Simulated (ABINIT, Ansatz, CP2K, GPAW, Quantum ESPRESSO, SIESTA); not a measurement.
## Code comparison for Ir (Fm-3m, 1 atom in the cell)

Self-consistent single point.

```xyz
1
Lattice="0.0000 1.9200 1.9200 1.9200 0.0000 1.9200 1.9200 1.9200 0.0000" Properties=species:S:1:pos:R:3 pbc="T T T"
Ir     0.0000     0.0000     0.0000
```

All programs got the same cell, k-point mesh and kind of occupations (in Ansatz's words: kpoints.mp_grid.grid = 10 10 10; scf.occupations.method = fermi_dirac; scf.occupations.width = 0.1 eV); potentials, basis and cutoffs are each program's usual ones.

```
code                                                                                                                                model  pressure (GPa)  k-points       cutoff
----------------  -----------------------------------------------------------------------------------------------------------------------  --------------  --------  -----------
ABINIT                                                                                                        PBE, PAW (JTH v2.0 PBE PAW)            8.83        47        20 Ha
Ansatz                                                                                                             PBE, default PAW files            8.99        47       420 eV
GPAW                                                                                         PBE, GPAW PAW datasets PBE (gpaw-data 1.0.1)            7.63        47       550 eV
SIESTA            GGA PBE, numerical atomic orbitals DZP, PseudoDojo PBE standard norm-conserving potentials (rewritten from UPF to PSML)           10.39       560  grid 350 Ry
Quantum ESPRESSO                                                                                PBE, PSlibrary PAW (PBE) pseudopotentials            8.51        47        35 Ry
CP2K                                                              PBE, GPW, DZVP-MOLOPT-SR-GTH basis, GTH-PBE potentials (GTH_POTENTIALS)            7.02       504  grid 500 Ry
```

The spread over the programs that give each value: pressure within 3.37 GPa.

The starting cell has typed, rounded lattice constants, without a prior relaxation at this level. On Ansatz's run: Spin-orbit coupling is off. Spin polarisation is off. In the base run, with a pressure of about 9 GPa the cell is away from its equilibrium volume at this level.

Why do the programs differ, and what cannot be compared?

Differences of this kind can come from the potentials, where these differ, and from what each basis and cutoff leave unconverged. The valence holds different numbers of electrons (ABINIT 15, Ansatz (a first-principles code) 17, GPAW 15, SIESTA 17, Quantum ESPRESSO 9, CP2K 17). The zero of total energies and Fermi levels follows the potentials and each program's conventions, so they are not compared here. SIESTA and CP2K use small atom-centred bases, whose incompleteness enters pressures, forces and empty levels differently from a plane-wave cutoff. Ansatz's pressure is given at a fixed set of plane waves, as the other plane-wave codes print theirs; with its correction for the finite basis it is 9.08 GPa. The programs reduce the same mesh by symmetry to different extents, which changes the work and not the result. In the pressure, GPAW (by 1.04), SIESTA (by 1.72) and CP2K (by 1.65) lie more than 1 GPa from the median of the plane-wave programs.

Left out of this page: Elk and FLEUR (not drawn, or without a comparable value).

Keys are those of Ansatz 0.2.
